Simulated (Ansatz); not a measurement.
The starting structures come from a database of crystals and need not be the phases stable at ambient conditions.

 Where the default PAW files enter, the runs use the earlier of Ansatz's two default sets.

The decay constant κ of evanescent states in the gap governs leakage through a thin film.

Input:

```
CaCs2H4
1.0
    4.60311     0.00000     0.00000
    2.30156     8.08826     0.00000
    0.00000     1.30984     4.41282
Cs Ca H
2 1 4
Direct
  0.64806   0.70388   0.64806
  0.35194   0.29612   0.35194
  0.00000   0.00000   0.00000
  0.85148   0.29704   0.85148
  0.14852   0.70296   0.14852
  0.00000   0.00000   0.50000
  0.50000   0.00000   0.00000
```

Space group of this cell: I4/mmm. The cell is taken as given.

Transport runs along the normal of the first two printed cell vectors, the (101) plane of the conventional cell.

The gap is the functional's own. No spin-orbit coupling. Mid-gap values are interpolated on the energy grid.

Q: Estimate the band gap and the smallest decay constant κ at mid-gap that r2SCAN (Ansatz, a program for electronic structure) returns for this system.

A: Gap 3.45 eV on a 8×8×8 mesh; κ = 0.363 1/Å, at (0.000, 0.250) of the in-plane reciprocal vectors. At the zone centre, at the nearest computed energy, the slowest state has κ = 0.37 1/Å.
